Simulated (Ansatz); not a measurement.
**How far to go with the plane-wave cutoff: Sr2CdPt2 (Imm2, 5 atoms in the cell)**

```
CELL_PARAMETERS angstrom
     -2.29031     2.99801     4.59499
      2.29031    -2.99801     4.59499
      2.29031     2.99801    -4.59499
ATOMIC_POSITIONS crystal
  Sr 0.30495 0.80495 0.50000
  Sr 0.70049 0.20049 0.50000
  Cd 0.00000 0.00000 0.00000
  Pt 0.72608 0.50000 0.22608
  Pt 0.27392 0.50000 0.77392
```

Computed with PBEsol, default PAW files made with PBE (plane waves; Ansatz, a first-principles code).

Base settings: basis.ecutwfc = 420 eV; kpoints.mp_grid.grid = 4 4 4; hamiltonian.xc = pbesol; hamiltonian.pseudopotentials = {kind: paw} (the program's default PAW files); scf.occupations.method = gaussian; scf.occupations.width = 0.1 eV.

The second cell is the first with its lattice scaled by 0.98.

The mesh stays at the base's, so the ladder's end is converged at best in this setting alone.

The first pressure column holds Ansatz's estimate of the finite-basis (Pulay) stress, which hides part of the cutoff error; the other is without it.

Only quantities that move along the ladder and can be compared are tabulated.

The count of work is k-points × plane waves × bands × iterations; it is no time. 

The starting cell comes from a database of computed structures (which also holds hypothetical and non-ambient phases and stackings), without a prior relaxation at this level. Its lattice was rescaled by up to half a per cent. One atom was moved a little off its site on purpose. Spin polarisation is off. Without a gap this mesh is coarse (it stands for a supercell whose shortest vector is 18 Å).

```csv
basis.ecutwfc,free energy less the last step's (meV/atom),energy of the compressed cell less the first (meV/atom),pressure (GPa),pressure without the Pulay estimate (GPa),largest difference of a force vector from the last step's (eV/Å),count of work / last
145 eV,44722.87,299.56,-4.79,-883.96,0.959,0.068
170 eV,19640.32,-67.01,-8.55,-486.63,1.040,0.070
190 eV,9770.19,5.62,-6.81,-285.50,0.080,0.082
210 eV,4731.66,-22.09,-4.10,-161.87,0.300,0.093
230 eV,2145.09,34.29,-2.57,-86.64,0.089,0.11
250 eV,932.04,13.62,-2.08,-45.10,0.022,0.13
295 eV,109.50,-6.81,-2.86,-9.98,0.004,0.14
335 eV,11.21,-8.33,-2.91,-3.86,0.002,0.17
380 eV,1.63,-8.34,-2.91,-2.95,0.001,0.20
420 eV,1.12,-8.36,-2.91,-2.93,0.000,0.27
460 eV,0.61,-8.37,-2.91,-2.93,0.000,0.31
505 eV,0.29,-8.38,-2.91,-2.92,0.000,0.35
565 eV,0.19,-8.38,-2.91,-2.91,0.000,0.42
630 eV,0.11,-8.39,-2.91,-2.91,0.000,0.49
735 eV,0.05,-8.39,-2.91,-2.91,0.000,0.62
840 eV,0.02,-8.39,-2.91,-2.91,0.000,0.75
1010 eV,0.00,-8.39,-2.91,-2.91,0.000,1.0
```

Coarsest basis.ecutwfc that holds the energy of the compressed cell less the first within 1 meV/atom of the last step, with all finer ones: 335 eV, at 0.17 of the last step's count of work; the step before is off by 1.6 meV/atom.

Coarsest basis.ecutwfc that holds the free energy within 1 meV/atom of the last step, with all finer ones: 460 eV, at 0.31 of the last step's count of work; the step before is off by 1.1 meV/atom.

Coarsest basis.ecutwfc that holds the pressure without the Pulay estimate within 0.2 GPa of the last step, with all finer ones: 380 eV, at 0.20 of the last step's count of work; the step before is off by 0.95 GPa.

The energy difference between the two cells stays within 1 meV/atom of the last step's from 335 eV on, the total only from 460 eV on: much of the error is common to both cells and cancels.

At the lowest cutoff the pressure without the Pulay estimate lies 881 GPa under the last step's, the usual sign of Pulay stress in an incomplete plane-wave basis.

Keys are those of Ansatz 0.2.
